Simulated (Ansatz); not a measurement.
**Ansatz (a first-principles code) run on TiNi (P6mm, 6 atoms in the cell): self-consistent single point**

Level of theory: PBEsol, default PAW files made with PBE (plane waves; Ansatz).

The input file:

Ansatz 0.2 input:
```yaml
# TiNi
crystal:
  lattice:
    - [4.503830, 0.000000, 0.000000]
    - [-2.251915, 3.900431, 0.000000]
    - [0.000000, 0.000000, 4.755140]
  atoms:
    - { symbol: Ti, position: [0.000000, 0.000000, 0.724350] }
    - { symbol: Ti, position: [0.666667, 0.333333, 0.147250] }
    - { symbol: Ti, position: [0.333333, 0.666667, 0.147250] }
    - { symbol: Ni, position: [0.000000, 0.000000, 0.214230] }
    - { symbol: Ni, position: [0.333333, 0.666667, 0.653460] }
    - { symbol: Ni, position: [0.666667, 0.333333, 0.653460] }
basis:
  ecutwfc: 420.0
kpoints:
  mp_grid:
    grid: [6, 6, 5]
hamiltonian:
  xc: pbesol
  pseudopotentials:
    kind: paw
scf:
  occupations:
    method: fermi_dirac
    width: 0.1
output:
  forces: true
  eigenvalues: true
  stress: true
```

Output, abridged:

```
WARN the atoms were moved onto the symmetric positions of the space group found under crystal.symmetry.tolerance 1.0e-5 (fractional …
WARN ansatz: RAYON_NUM_THREADS=1 ignored (pool sized by the plan → 1); use --threads N
Pseudopotentials: kind: paw
Pseudopotential: Ti, paw, valence charge 12
Pseudopotential: Ni, paw, valence charge 18
Crystal: 6 atoms, lattice volume = 83.533 Å³
Basis set: ecut = 420 eV, 1629 PW (Γ), exchange–correlation on 64×64×64 points (8 copies of the dense FFT grid, shifted against one another)
Bands: 54, of which v1, the nominal top of the filled ones, is band 45 counted from 1 (44 counted from 0)
Symmetry: 12 space group operations
Space group: P6mm (ITA 183), of the structure as read, at distance tolerance 4.4e-5 Å
k-points: 21 of 180 (time reversal used)
PAW frozen core: Ti, regenerated for the run's functional, and the local potential with it
PAW frozen core: Ni, regenerated for the run's functional, and the local potential with it
Initial density: superposition of atomic densities (neutral atoms: chi_scale 0, normalization atom), corrected by the library's trained network
Initial wavefunctions: pseudopotential atomic-orbital guess
Eigensolver: davidson
Functional: x = pbesol(κ = 0.804, μ = 0.12345679012345678), c = pbesol(β = 0.046)
SCF iter   1: F=—  HF=-24837.319472 eV  |F-HF|=—  |Δ(HF+E_count)|=         —  Δρ=1.66e-2  dr2=1.38e-1  ethr=1.77e-3  ⟨swp⟩=5.0  Hψ=3502  notcnv=0
all-band conjugate gradients solve this SCF's bands
preconditioner: auto → Kerker (q_TF=auto, 2.762 Å⁻¹)
SCF iter   2: F=—  HF=-24837.294465 eV  |F-HF|=—  |Δ(HF+E_count)|=   2.50e-2  Δρ=3.23e-3  dr2=6.37e-3  ethr=1.53e-4  ⟨swp⟩=2.0  Hψ=1894  notcnv=0
SCF iter   3: F=—  HF=-24837.293057 eV  |F-HF|=—  |Δ(HF+E_count)|=   1.41e-3  Δρ=1.40e-3  dr2=1.23e-3  ethr=7.08e-6  ⟨swp⟩=2.0  Hψ=2073  notcnv=0
SCF iter   4: F=—  HF=-24837.292805 eV  |F-HF|=—  |Δ(HF+E_count)|=   2.52e-4  Δρ=2.75e-4  dr2=5.37e-5  ethr=1.37e-6  ⟨swp⟩=2.0  Hψ=1633  notcnv=0
SCF iter   5: F=—  HF=-24837.292832 eV  |F-HF|=—  |Δ(HF+E_count)|=   2.66e-5  Δρ=1.66e-4  dr2=1.58e-5  ethr=5.96e-8  ⟨swp⟩=2.0  Hψ=1595  notcnv=0
SCF iter   6: F=—  HF=-24837.292829 eV  |F-HF|=—  |Δ(HF+E_count)|=   2.45e-6  Δρ=4.59e-5  dr2=1.35e-6  ethr=1.76e-8  ⟨swp⟩=2.0  Hψ=1545  notcnv=0
SCF iter   7: F=—  HF=-24837.292829 eV  |F-HF|=—  |Δ(HF+E_count)|=   4.15e-8  Δρ=2.72e-5  dr2=5.08e-7  ethr=1.50e-9  ⟨swp⟩=2.1  Hψ=1400  notcnv=0
SCF iter   8: F=-24837.292829 eV  HF=-24837.292829 eV  |F-HF|=6.01e-9  |Δ(HF+E_count)|=   4.67e-8  Δρ=3.23e-6  dr2=7.94e-9  ethr=1.11e-10  ⟨swp⟩=3.1  Hψ=4373  notcnv=0
SCF 1 converged in 8 iterations: F = -24837.292829 eV  dr2 = 7.94e-9
SCF converged after 8 iterations
Free energy (F): -24837.292829 eV
Harris-Foulkes:  -24837.292829 eV  (|F-HF|=6.01e-9)
Internal energy: -24837.119365 eV  (E = F + TS)
E sigma→0 (E₀):  -24837.206097 eV
Entropy (-TS):   -0.173464 eV (-28.911 meV/atom)
Fermi energy:    15.341402 eV
--- Per-component energies (eV) ---
  E_band       = -1416.835788
  E_kinetic    = 1671.208419
  E_local      = -14218.657995  (includes V_loc(G=0)·N_el)
  E_nonlocal   = 1937.144577
  E_hartree    = 5986.800966
  E_xc         = -544.582719
  E_vxc        = -693.927192  (∫ρ·V_xc dr)
  E_paw        = -7854.216888  (= ΣΔE_a)
  E_vpaw       = -2086.199882  (= ΣTr[D̂ρ^β])
  E_aug_tail   = 0.001933  (compensation charges beyond the density's cutoff)
  E_ewald      = -11815.827679
  E_core_change = 1.010019  (= ΣΔE_core)
  E_smearing   = -0.173464  (= −TS)
  E_closure    = 0.000000  (closes the sum)
  Σ components = -24837.292829   (vs F -24837.292829, Δ=0.00e0)
--- Forces (eV/Å), atoms counted from 1 ---
  atom   1  Ti     0.00000000     0.00000000     0.05278462
  atom   2  Ti     0.00000000    -0.00000000    -0.00624484
  atom   3  Ti    -0.00000000     0.00000000    -0.00624484
  atom   4  Ni    -0.00000000     0.00000000     0.03197899
  atom   5  Ni    -0.00000000    -0.00000000    -0.03615270
  atom   6  Ni     0.00000000     0.00000000    -0.03615270
  max |Σ_I F_I| component: 3.15e-5 eV/Å
--- Stress (GPa, compression-positive) ---
       -6.229744      -0.000000      -0.000000
       -0.000000      -6.229744      -0.000000
       -0.000000      -0.000000      -4.634065
  P = ⅓ Tr σ = -5.6979 GPa (-56.979 kbar)
  The stress holds the Pulay correction. Without it, at fixed plane waves, as pw.x and ABINIT print it: P = -5.7285 GPa
--- Band table (eV; the first three rows and the last of 21) ---
  k-point 0: bands = ["-87.9411", "-87.6175", "-87.6083", "-48.5317", "-48.4588", "-48.4588", "-48.3998", "-48.3903", "-48.0646", "-48.0646", "-48.0163", "-48.0163", "-41.4969", "-41.3082", "-41.0945", "-17.9801", "-17.8937", "-17.8937", "-17.7961", [...]
  k-point 1: bands = ["-87.9411", "-87.6175", "-87.6083", "-48.5321", "-48.4588", "-48.4588", "-48.4003", "-48.3907", "-48.0646", "-48.0646", "-48.0163", "-48.0163", "-41.4957", "-41.3072", "-41.0935", "-17.9830", "-17.8939", "-17.8939", "-17.7959", [...]
  k-point 2: bands = ["-87.9411", "-87.6175", "-87.6083", "-48.5327", "-48.4588", "-48.4588", "-48.4009", "-48.3913", "-48.0646", "-48.0646", "-48.0163", "-48.0163", "-41.4938", "-41.3056", "-41.0918", "-17.9873", "-17.8941", "-17.8941", "-17.7955", [...]
  k-point 20: bands = ["-87.9411", "-87.6129", "-87.6129", "-48.5327", "-48.4590", "-48.4590", "-48.3960", "-48.3960", "-48.0701", "-48.0405", "-48.0405", "-48.0113", "-41.4924", "-41.1993", "-41.1993", "-18.0369", "-17.9290", "-17.8121", [...]
```

The run converged in 8 iterations.

The starting cell comes from a database of computed structures (which also holds hypothetical and non-ambient phases and stackings), without a prior relaxation at this level. Spin polarisation is off. With a pressure of about -6 GPa the cell is away from its equilibrium volume at this level. Ansatz's pressure includes its estimate of the finite-basis (Pulay) stress.
